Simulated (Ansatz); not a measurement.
ScPd in the CsCl type structure (space group Pm-3m, No. 221)

```
ScPd
1.0
    3.26643     0.00000     0.00000
    0.00000     3.26643     0.00000
    0.00000     0.00000     3.26643
Sc Pd
1 1
Direct
  0.50000   0.50000   0.50000
  0.00000   0.00000   0.00000
```

Calculations: PBEsol (Ansatz, a quantum-chemistry and plane-wave program, PAW, no spin-orbit coupling). Γ-centred 14×14×14 mesh, Fermi–Dirac width 0.05 eV.

| Item | Value |
|---|---|
| Volume per atom | 17.43 Å³ |
| Density | 7.21 g/cm³ |
| Band gap | zero |
| Total energy | -4509.910 eV/atom (σ→0; compares only within this code and set-up) |

Stability against distortions was not tested. The final runs are not spin-polarised.
